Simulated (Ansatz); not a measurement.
Amorphous Si₂₄O₅₁La₂, 77 atoms at 2.51 g/cm³, one PBE-relaxed geometry, zone centre. Methods: PBE, scalar-relativistic without spin-orbit coupling (Ansatz, a first-principles code); r2SCAN, scalar-relativistic without spin-orbit coupling (Ansatz); HSE06, scalar-relativistic without spin-orbit coupling (Ansatz). Plane waves to 420 eV (r2SCAN 500 eV); exact exchange is cut at the cell's faces. At PBE the levels at both edges of the gap are localised (band-tail or defect states), and the nearest spread-out levels lie 6.5 eV apart at the zone centre. All rungs ran without spin polarisation.

A CHGNet melt-quench gave the starting glass, which DFT then relaxed. O atoms were pushed apart under 1.9 Å during the dynamics, to hinder bonds among them. The hot cell started wider than the set density and was brought back towards it in steps. It is the lowest in DFT energy of 2 quenches. It is a model cell: composition and starting density were chosen by hand, and all elements were melted together. No dispersion term was used. Its density started from a set value of 2.51 and ended at 2.51 g/cm³. Cooling (nominally 400 K/ps over its main leg) ran many orders faster than in experiment, which tends to leave more defects and strain. One small periodic cell is one sample of the glass; other quenches scatter about these values. The volume was held where the preparation left it and the shape relaxed, at a PBE pressure of 0.5 GPa. Stress components on the final sampling reach 0.5 GPa.

The relaxation ran on the zone centre alone. At PBE the gap between localised states is 4.60 eV on a 2×2×2 Γ-centred mesh, and the spacing at the zone centre alone 4.60 eV.

Task: What zone-centre spacing does r2SCAN give, roughly?

Result: 5.22 eV (+0.62 eV against PBE).

Task: What zone-centre spacing does HSE06 give, roughly?

Result: 6.42 eV (+1.83 eV against PBE).

The highest filled and the lowest empty state spread over these numbers of atoms (participation numbers): PBE: 5.3 and 3.9; r2SCAN: 4.7 and 5.7; HSE06: 4.6 and 42.2.
